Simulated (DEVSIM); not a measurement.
Structure: illuminated Si n-on-p cell, one wavelength, at 300 K.

Layer 1 from the left is Si, thickness (μm) 0.790, Nd (cm⁻³) 6.4e18, τn (s) 2.4e-7, τp (s) 9.4e-8, absorption coefficient (cm⁻¹) 53000. Layer 2 from the left is Si, thickness (μm) 74.0, Na (cm⁻³) 2.7e16, τn (s) 2e-6, τp (s) 2e-6, absorption coefficient (cm⁻¹) 53000.

Left contact: ohmic, minority hole recombination velocity 90000 cm/s. Right contact: ohmic, minority electron recombination velocity 80 cm/s. Voltage is applied to the left contact. Recombination: SRH at mid-gap, radiative, Auger. Light enters at the left, 4.9e17 photons cm⁻² s⁻¹, one pass, no reflection. Mobility is μmin + (μ − μmin)/(1 + (N/Nref)^α).

This is a model device: material constants are rounded textbook-type values typed into the input, and sizes, dopings and lifetimes were drawn at random. Values at 300 K.

Si: gap (eV) 1.124, affinity (eV) 4.05, permittivity 11.7, Nc (cm⁻³) 2.86e19, Nv (cm⁻³) 3.1e19, μn (cm²/Vs) 1417, μp (cm²/Vs) 470, μn,min 52, μp,min 45, Nref,n 9.7e16, Nref,p 2.2e17, αn 0.68, αp 0.72, B (cm³/s) 4.7e-15, Cn (cm⁶/s) 2.8e-31, Cp (cm⁶/s) 9.9e-32.

DEVSIM, 1D drift-diffusion, Boltzmann statistics, complete ionisation; no tunnelling, impact ionisation, image-force lowering or self-heating.

Dark forward current:

```csv
|V| (V),|J| (A/cm²)
0.05,1.242e-9
0.10,4.444e-9
0.15,1.349e-8
0.20,4.086e-8
0.25,1.333e-7
0.30,5.048e-7
0.35,2.327e-6
0.40,1.283e-5
0.45,7.949e-5
0.50,0.0005235
0.55,0.003543
0.60,0.02419
0.65,0.1627
0.70,0.9799
0.75,4.285
0.80,13.82
0.85,42.55
0.90,140.0
0.95,455.6
1.00,1241
1.05,2653
```

Problem. Work out the local ideality factor n = ΔV / (kT/q · ln(J2/J1)) between the rows 0.15 and 0.20 V, 0.55 and 0.60 V, 1.00 and 1.05 V.

Solution. kT/q = 25.85 mV. From 0.15 to 0.20 V: ln(4.086e-8/1.349e-8) = 1.108, n = 1.75. From 0.55 to 0.60 V: ln(0.02419/0.003543) = 1.921, n = 1.01, near the 1 of diffusion or emission over a barrier. From 1.00 to 1.05 V: ln(2653/1241) = 0.760, n = 2.55.

Problem. What current could the absorbed light give at most, and what share is collected?

Solution. Σ αd = 396, so qΦ(1 − exp(−Σ αd)) = 78.5 mA/cm². The simulated short-circuit current is 31.52 mA/cm², a share of 0.40.

Problem. Estimate the open-circuit voltage by superposition: the voltage at which the dark current equals that short-circuit current.

Solution. Interpolating ln J in the table gives 0.607 V. The simulation gives 0.607 V, the same within the digits that matter. Superposition holds where collection doesn't change with voltage.

Problem. Estimate the fill factor from FF0 = (v − ln(v + 0.72))/(v + 1), v = qVoc/(nkT), with n from the dark curve.

Solution. The rows about Voc, 0.60 and 0.65 V, give n = 1.01, so v = 23.1 and FF0 = 0.827. The simulation gives 0.827, the same within the digits that matter.
